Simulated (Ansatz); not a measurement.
Start from BaTiO₃ (space group R3m, No. 160; a = 5.6802 Å, c = 6.9948 Å (hexagonal axes)).

Level of theory: Ansatz (an electronic-structure program), r2SCAN, PAW, cutoff 500 eV, spin-orbit coupling left out, earlier PAW set.

Carriers are added at fixed cell with a uniform background; the Fermi–Dirac width is that of 300 K.

One change was made to it. Results:

| quantity | base | after |
|---|---|---|
| Fermi level relative to the doped band's edge (positive inside the band; to 0.05 eV) | – | +0.15 eV |
| gap character | indirect, T → Γ | indirect, T → Γ |
| gap between the host's bands | 2.87 eV | 2.85 eV |
| largest internal atomic displacement | – | 0.018 Å |

Which of these changes matches the shifts?
(A) holes 5.0×10^21 cm⁻³
(B) electrons 5.0×10^21 cm⁻³
(C) holes 2.0×10^22 cm⁻³

A, holes 5.0×10^21 cm⁻³. For comparison, the gap between the host's bands in the other runs: electrons 5.0×10^21 cm⁻³ gives 2.55 eV; holes 2.0×10^22 cm⁻³ gives 2.63 eV.

Carriers are added with a uniform compensating background; total energy and stress of such cells depend on the potential's zero and are not compared; many-body gap narrowing is missing at this level. Stability against distortions was not tested. All final runs are without spin polarisation. This is not the structure that BaTiO3 has at room temperature and ambient pressure.
